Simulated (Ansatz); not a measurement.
The cell is built on a prototype and need not be the phase stable at ambient conditions.

By PBEsol, the system below comes out a metal.

Here is the system:

```xyz
6
Lattice="5.9996 0.0000 0.0000 -2.9998 5.1958 0.0000 2.9998 1.7319 4.8986" Properties=species:S:1:pos:R:3 pbc="T T T"
Sn     2.9998     5.1958     1.8370
Sn     1.4999     6.0617     4.2863
Sn     2.9998     3.4638     4.2863
Sn     4.4997     6.0617     4.2863
Au     2.9998     1.7319     1.2247
Au     5.9996     3.4638     2.4493
```

Space group of this cell: Fd-3m, cubic Laves (MgCu2 type). The cell was relaxed by PBE-D3(BJ); by PBEsol its mean pressure is -0.9 GPa.

The current flows along the normal of the first two printed cell vectors. No spin-orbit coupling; the value is a mean over 0.1 eV about the Fermi level.

Q: Estimate the ballistic conductance per area that PBEsol (Ansatz, an electronic-structure program) returns for this system.

A: 0.66 × 10¹⁵ S/m² for both spins.
